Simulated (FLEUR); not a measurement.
Input and output of a self-consistent single point for MgTe (F-43m, 2 atoms in the cell) (FLEUR).

Level of theory: LDA (Perdew-Zunger), all-electron FLAPW (FLEUR), scalar-relativistic valence in FLEUR.

```
CELL_PARAMETERS angstrom
      0.00000     3.21000     3.21000
      3.21000     0.00000     3.21000
      3.21000     3.21000     0.00000
ATOMIC_POSITIONS crystal
  Mg 0.00000 0.00000 0.00000
  Te 0.25000 0.25000 0.25000
```

Reference input (self-consistent single point, DFT, PBE, all-electron FLAPW (FLEUR), scalar-relativistic valence): Kmax = 4 1/bohr; GmaxXC = 20 1/bohr; xcFunctional = pbe; jspins = 1; l_soc = F; mode = hist; fermiSmearingEnergy = 0.00183747 Htr; mesh (inpgen div1-3) = 7 7 7; inpgen gamma flag = false; Gmax = 20 1/bohr; numbands = 0; maxIterBroyd = 99. This run's input differs from it in these lines:

```diff
@@ -14,2 +14,3 @@
 &comp jspins=1 /
+&exco xctyp='pz' /
 &kpt div1=7 div2=7 div3=7 /
@@ -26,3 +27,3 @@
       <coreElectrons ctail="T" frcor="F" kcrel="0" coretail_lmax="0"/>
-      <xcFunctional name="pbe" relativisticCorrections="F"/>
+      <xcFunctional name="pz" relativisticCorrections="F"/>
       <magnetism jspins="1"/>
```

The program printed (abridged):

```
 Iteration:     1   Distance:       4.92359980 me/bohr^3
 Iteration:     2   Distance:       4.62289300 me/bohr^3
 Iteration:     3   Distance:       1.91918341 me/bohr^3
 Iteration:     4   Distance:       0.71873029 me/bohr^3
 Iteration:     5   Distance:       0.61751875 me/bohr^3
   [... 4 lines left out ...]
 Iteration:    10   Distance:       0.00236554 me/bohr^3
 Iteration:    11   Distance:       0.00016581 me/bohr^3
 Iteration:    12   Distance:       0.00007997 me/bohr^3
 Iteration:    13   Distance:       0.00000666 me/bohr^3
 Run finished successfully
 Stop message:
   Structural relaxation: Done

[file out, last iteration]
             iter=     14
[...]
          total density-effective poten   -1.1611834660E+04
          total charge density-energy d   -1.8610195421E+02
 Updated energy parameters for spin:           1
[...]
 fermi energy and band-weighting factors:
    0.530471

[...]
FERMIE:
          first approx. to ef    (T=0)  :   0.090148 htr   (energy of the highest occ. eigenvalue)
          number of occ. states  (T=0)  :        480
          first approx. to seigv (T=0)  : -49.387337 htr
          sum of weights of occ. states :  16.000000
          sum of semicore charge        :   0.000000 e
FERHIS:  Fermi-Energy by histogram:
          bandgap                     :   0.083522 htr
   [... lines left out ...]
          charge neutrality (T=0)     :   0.000000    (zero if the highest occ. eigenvalue is "entirely" occupied)
 Direct bandgap for spin            1 :    8.3522211853576375E-002  Htr
 ---->    free energy=                     -6990.8075775119 htr
   [... lines left out ...]
      extrapolation for T->0
 ---->    total electron energy=           -6990.8075775119 htr
 ***** TOTAL FORCES ON ATOMS *****
 TOTAL FORCE FOR ATOM TYPE=  1  X=  0.000   Y=  0.000   Z=  0.000
                       FX_TOT= 0.000000 FY_TOT= 0.000000 FZ_TOT= 0.000000
 TOTAL FORCE FOR ATOM TYPE=  2  X=  3.033   Y=  3.033   Z=  3.033
                       FX_TOT= 0.000000 FY_TOT= 0.000000 FZ_TOT= 0.000000
 Structural relaxation: Done
```

The run converged in 13 iterations. FLEUR gives forces in its relaxation mode, with a further iteration, so its stop message speaks of a relaxation. Against the reference run the gap on the mesh goes from 2.506 to 2.273 eV.

The starting cell has typed, rounded lattice constants, without a prior relaxation at this level. Spin-orbit coupling is off. Values depend on the basis (sphere radii, cutoffs, local orbitals), which need not be converged.

Cost on one core of a shared machine: roughly 2 min.
